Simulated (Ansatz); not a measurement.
Functionals compared on the (321) surface of fcc Cu in its 1x1 cell, outermost plane spacing 0.49 Å in the ideal cut, in Ansatz (plane waves, PAW). The structure was relaxed with PBE; the other rows are single points on it, each with its references at the same level. Cutoff 420 eV (500 eV for r2SCAN).

Model: 22-atom slab, 10.2 Å thick at the start (thin: gaps and levels are the slab's own), 9x7x1 mesh, Fermi-Dirac 0.1 eV, dipole correction, all atoms relaxed; symmetry of the start imposed; no spin, no spin-orbit, no U. These notes are the PBE run's.

```csv
functional,surface energy (J/m²),work function of the top face (eV),rough cost of the single point
PBE,1.58,4.43,–
LDA,2.08,4.79,very roughly 20 core-minutes
PBEsol,1.92,4.54,roughly 17 core-minutes
RPBE,…,…,very roughly 16 core-minutes
r2SCAN,1.84,4.43,about 29 core-minutes (a rough figure)
```

Task: Complete the blanks.

Result: 
- RPBE, surface energy (J/m²): 1.35
- RPBE, work function of the top face (eV): 4.26

Ansatz is a first-principles code.
